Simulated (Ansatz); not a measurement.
## A computed series for GaSb: pressure series

Take GaSb in the zinc blende structure (space group F-43m, No. 216; a = 6.2135 Å) as the base.

Cell and atoms are relaxed at each pressure.

Level of theory: PBE (Ansatz, a quantum-chemistry and plane-wave program; PAW; 420 eV plane waves; no spin-orbit coupling).

Task: Only one of these has a band gap. Which?
A. pressure 4.2 GPa
B. pressure −2 GPa
C. pressure 1.8 GPa
D. pressure −1 GPa

Result: A, pressure 4.2 GPa. Computed: pressure 4.2 GPa: 0.26 eV; pressure 1.8 GPa: zero; pressure −1 GPa: zero; pressure −2 GPa: zero

Spin-orbit coupling, missing from the scalar runs, can matter with Sb. Load acts through the strain it causes; cell and atoms are relaxed under it. Stability against distortions was not tested. Tetrahedral semiconductors of this kind turn to denser phases somewhere between about 1 and 50 GPa; those were not computed, so compressed cells here can lie past the real transition. The final runs are not spin-polarised. A zero or small gap of GaSb can be the functional's error rather than a property of the material.
